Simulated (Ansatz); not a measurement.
**A computed series for HfO2: response to strain**

Base system: HfO2 in the fluorite structure (space group Fm-3m, No. 225; a = 5.058 Å). Axes: x, y, z lie along the cube axes.

Strains are applied to the cell and any free atomic positions relax; under biaxial strain the out-of-plane vector relaxes too.

Method: Ansatz (a first-principles code) r2SCAN, no SOC.

Candidates:
(a) biaxial strain −0.55 %, plane normal [001], relaxed out of plane
(b) isotropic strain −1.37 %
(c) tensor shear ε_xz = +3.77 %
(d) isotropic strain +0.81 %
(e) uniaxial strain ε_zz = +4.03 %

Notes on the quantities. energy relative to the base: free energy F.

Question: Order them by energy relative to the base, lowest first.

Answer: (a) biaxial strain −0.55 %, plane normal [001], relaxed out of plane (+1.4 meV/atom), (d) isotropic strain +0.81 % (+5.2 meV/atom), (c) tensor shear ε_xz = +3.77 % (+15 meV/atom), (b) isotropic strain −1.37 % (+16 meV/atom), (e) uniaxial strain ε_zz = +4.03 % (+31 meV/atom)

No phonon test of stability was made. This is not the structure that HfO2 has at room temperature and ambient pressure.
